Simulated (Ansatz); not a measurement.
A zone-centre phonon calculation of SrSi (Cmcm, 4 atoms in the cell) with Ansatz (a first-principles code).

Level of theory: LDA (PW92), default PAW files made with PBE (plane waves; Ansatz).

```
SrSi
1.0
    2.42164    -5.67650     0.00000
    2.42164     5.67650     0.00000
    0.00000     0.00000     4.06799
Sr Si
2 2
Direct
  0.36129   0.63871   0.25000
  0.63871   0.36129   0.75000
  0.06371   0.93629   0.25000
  0.93629   0.06371   0.75000
```

Reference input (self-consistent single point, DFT, LDA (PW92), plane waves, default PAW files made with PBE): basis.ecutwfc = 420 eV; kpoints.mp_grid.grid = 8 8 8; hamiltonian.xc = lda; hamiltonian.pseudopotentials = {kind: paw} (the program's default PAW files); scf.occupations.method = fermi_dirac; scf.occupations.width = 0.1 eV. This run's input differs from it in these lines:

```diff
@@ -24,6 +24,6 @@
     width: 0.1 eV
-output:
-  forces: true
-  eigenvalues: true
-  stress: true
+  convergence:
+    dr2_threshold: 1.0e-03 eV
+phonons:
+  method: dfpt
```

The program printed (abridged):

```
SCF iter   1: F=—  HF=-8108.077418 eV  |F-HF|=—  |Δ(HF+E_count)|=         —  Δρ=4.75e-3  dr2=3.58e-2  ethr=1.77e-3  ⟨swp⟩=8.1  Hψ=12637  notcnv=0
all-band conjugate gradients solve this SCF's bands
preconditioner: auto → Kerker (q_TF=auto, 2.166 Å⁻¹)
SCF iter   2: F=—  HF=-8108.072602 eV  |F-HF|=—  |Δ(HF+E_count)|=   4.82e-3  Δρ=2.70e-3  dr2=1.48e-2  ethr=1.28e-4  ⟨swp⟩=1.2  Hψ=2853  notcnv=0
SCF iter   3: F=—  HF=-8108.069366 eV  |F-HF|=—  |Δ(HF+E_count)|=   3.24e-3  Δρ=4.29e-4  dr2=1.56e-4  ethr=5.27e-5  ⟨swp⟩=2.0  Hψ=2402  notcnv=0
SCF iter   4: F=—  HF=-8108.069367 eV  |F-HF|=—  |Δ(HF+E_count)|=   1.31e-6  Δρ=1.01e-4  dr2=2.26e-5  ethr=5.58e-7  ⟨swp⟩=2.7  Hψ=3579  notcnv=0
iter 5 did not close the SCF: its close was put off for the readings that it lacked (scf_convergence_deferred on its scf_iter line)
SCF iter   5: F=-8108.069364 eV  HF=-8108.069364 eV  |F-HF|=2.76e-7  |Δ(HF+E_count)|=   2.96e-6  Δρ=3.16e-5  dr2=1.36e-6  ethr=8.08e-8  ⟨swp⟩=2.1  Hψ=2359  notcnv=0
SCF iter   6: F=-8108.069364 eV  HF=-8108.069364 eV  |F-HF|=2.24e-9  |Δ(HF+E_count)|=   1.84e-8  Δρ=6.42e-6  dr2=7.10e-8  ethr=4.87e-9  ⟨swp⟩=10.5  Hψ=18058  notcnv=0
SCF 1 converged in 6 iterations: F = -8108.069364 eV  dr2 = 7.10e-8
DFPT response loops at Γ: preconditioner auto → Kerker (q_TF=auto, 2.166 Å⁻¹) (partly filled bands, converged f_vac=0.000) …
Free energy (F): -8108.069364 eV
Internal energy: -8108.017215 eV  (E = F + TS)
E sigma→0 (E₀):  -8108.043289 eV
Entropy (-TS):   -0.052149 eV (-13.037 meV/atom)
Fermi energy:    7.430324 eV
--- Phonons (Γ-DFPT): 6 representative perturbations + reference, on 105 of 512 k-points (Σ response iterations 18) ---
  k mesh reduced under 4 symmetry operations, with k and −k counted as one. Each operation leaves every solved displacement unchanged or reverses it
  ASR residual: 9.733e-3 → 0.000e0 eV/Å²; symmetrization residual: 1.180e-5 eV/Å²
  ASR residual per site (eV/Å²): 9.73e-3 9.73e-3 7.72e-4 7.72e-4
  Γ frequencies (cm⁻¹): 0.00 0.00 0.00 102.68 105.17 120.13 151.22 159.31 166.56 182.62 315.50 319.58
  non-analytic LO–TO correction: not included (Born effective charges unavailable; polar crystals: no LO–TO splitting at Γ)
```

The run converged in 6 iterations.  The full log also holds: “iter 5 did not close the SCF: its close was put off for the readings that it lacked (scf_convergence_deferred on its scf_iter line)”.

Summary of the result:
- Free energy E − TS (on the zero of these files): -8108.0694 eV
- Fermi level (on the code's own zero): 7.43 eV
- Zone-centre frequencies (cm⁻¹; negative means imaginary): 0, 0, 0, 103, 105, 120, 151, 159, 167, 183, 316, 320

The starting cell comes from a database of computed structures (which also holds hypothetical and non-ambient phases and stackings), without a prior relaxation at this level. Its lattice was rescaled by up to half a per cent.

Cost on one core of a shared machine: roughly 2 min.

Keys are those of Ansatz 0.2.
